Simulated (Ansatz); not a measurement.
# Pb interstitial (orthorhombic CsPbBr3 host)

Computed with PBE, PAW (plane waves to 420 eV; Ansatz, a quantum-chemistry and plane-wave program). Cell: 80 sites, 2×1×2 repeats of a cell of 20 atoms; final energies on a 1×2×1 shifted mesh. Site at the start: void with 3Br1Pb nearest. Finite-size correction: monopole term and site-potential alignment. Dielectric constants: PBE linear response of the host. Host gap at this level: 2.13 eV. These values are not converged in cell size to better than tenths of an eV.  Spin–orbit coupling is left out, which matters for these heavy elements. Each state is the lowest found from its start.

In at least one state atoms left their starting sites on relaxation (a large move, or an atom on the emptied site), so the name describes the start.

The name describes the start; the neighbours show where the atoms ended.

Charges with a result: +2, +1, 0. Others weren't obtained, and one of them could lie lower, also by skipping a charge.

```
charge         moment (μB)  point group  largest move off a lattice site (Å)  neighbours of the last Pb atom of the defect at the end (Å)  image correction with alignment (eV)
------  ------------------  -----------  -----------------------------------  -----------------------------------------------------------  ------------------------------------
+2      not spin-polarised           C1                                 1.22                  Br 2.83, Br 2.98, Br 3.04, Br 3.07, Br 3.08                                  0.47
+1                     1.0           C1                                 0.93         Br 2.92, Br 2.97, Br 3.08, Br 3.33, Pb 3.33, Br 3.34                                  0.19
0       not spin-polarised           C1                                 1.47                           Br 2.94, Br 2.96, Br 3.04, Pb 3.11                                  0.00
```

Point groups are those of the whole cell at tolerances of 0.03 and 0.1 Å ("near" where only the looser one holds); none is given for unsettled states.

No other site or start that was run ended lower by more than 0.1 eV.

Transition levels above the valence-band maximum: ε(+2/+1) = 1.83 eV; ε(+1/0) = 1.21 eV. On the lower envelope of the bound states, inside the gap: (+2/0) at 1.52 eV; the others aren't thermodynamic.

Flagged in the runs: a host whose relaxation on this sampling wasn't shown to rest, a strain field that reaches the edge of the cell.
